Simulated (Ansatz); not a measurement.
The reference is SiC in the wurtzite structure (space group P6_3mc, No. 186; a = 3.076 Å, c = 5.048 Å). Axes: x lies along a and z along c of the hexagonal cell.

Method: Ansatz (a first-principles code) PBEsol, no SOC.

Strains are applied to the cell and any free atomic positions relax.

One change was made to it. Results:

| quantity | base | after |
|---|---|---|
| valence-band top at Γ (three highest levels, from the VBM) | 0.00, 0.00, -0.11 eV | 0.00, -0.14, -0.14 eV |
| energy relative to the base (free energy F) | 0 meV/atom | +10 meV/atom |
| smallest direct gap | 3.86 eV | 3.71 eV |

**Question.** Which change produced these results?
(A) uniaxial strain ε_zz = −0.60 %
(B) uniaxial strain ε_zz = −2.40 %
(C) uniaxial strain ε_zz = −1.80 %

**Answer.** B, uniaxial strain ε_zz = −2.40 %. For comparison, the valence-band top at Γ in the other runs: uniaxial strain ε_zz = −1.80 % gives 0.00, -0.07, -0.07 eV; uniaxial strain ε_zz = −0.60 % gives 0.00, 0.00, -0.05 eV.

No phonon test of stability was made.
